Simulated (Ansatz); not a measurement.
We consider PrCl₃ (P6₃/m, No. 176; cell taken from a computed entry), described by r²SCAN-D4 in Ansatz (plane waves, PAW).

Settings: plane-wave cutoff 500 eV, 6×6×10 k mesh (along the axes of the cell as run), gaussian smearing 0.02 eV, spin-polarised start, scalar-relativistic PAW data made under PBE.

Computed at the level's own relaxed cell.

Predict the volume per atom, lattice parameter a and c axis length.


- volume per atom: 25.56 Å³/atom
- lattice parameter a: 7.457 Å
- c axis length: 4.246 Å

Note: the magnetic order was assumed, not searched for or taken from measurement; the relaxation could not lower the start's symmetry, so the cell can be a saddle point above a distorted one; the 4f shell is treated without U or exact exchange, so its levels and filling can be wrong.

Spin–orbit coupling is not included.

It cost roughly 14 core-minutes of CPU time.

Ansatz is a program for electronic structure.
